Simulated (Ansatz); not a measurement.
HfO2: pressure 50 GPa

Take HfO2 in the fluorite structure (space group Fm-3m, No. 225; a = 5.0589 Å) as the base.

The change: a hydrostatic pressure of 50 GPa.

Computed with r2SCAN/PAW in Ansatz (a first-principles code), without spin-orbit coupling, earlier PAW set. Γ-centred 11×11×11 mesh, Fermi–Dirac width 0.05 eV.

| quantity | base | changed | shift |
|---|---|---|---|
| volume per atom | 10.79 Å³ | 9.39 Å³ | -1.40 Å³ |
| density | 10.80 g/cm³ | 12.40 g/cm³ | +1.60 g/cm³ |
| lattice parameter a | 5.059 Å | 4.831 Å | -0.228 Å |
| shortest interatomic distance | 2.191 Å | 2.092 Å | -0.099 Å |
| enthalpy H = E + PV relative to the base's energy | – | +3.12 eV/atom | – |
| band gap | 4.30 eV | 4.66 eV | +0.36 eV |
| gap character | direct at X | direct at X | – |
| electron mass | 1.0 mₑ along k, 0.75 mₑ across (at X) | 1.0 mₑ along k, 0.70 mₑ across (at X) | – |

Final structure:

```yaml
crystal:
  lattice:
    - [0.00000, 2.41534, 2.41534]
    - [2.41534, 0.00000, 2.41534]
    - [2.41534, 2.41534, 0.00000]
  atoms:
    - { symbol: Hf, position: [0.00000, 0.00000, 0.00000] }
    - { symbol: O, position: [0.25000, 0.25000, 0.25000] }
    - { symbol: O, position: [0.75000, 0.75000, 0.75000] }
```

Spin-orbit coupling, missing from the scalar runs, can matter with Hf. Load acts through the strain it causes; cell and atoms are relaxed under it. Masses are band curvatures over ±0.01 Å⁻¹ around the edge. Along k means along the line from Γ to the band edge. Whether these cells are dynamically stable was not tested. Competing high-pressure phases were not computed. This is not the structure that HfO2 has at room temperature and ambient pressure.
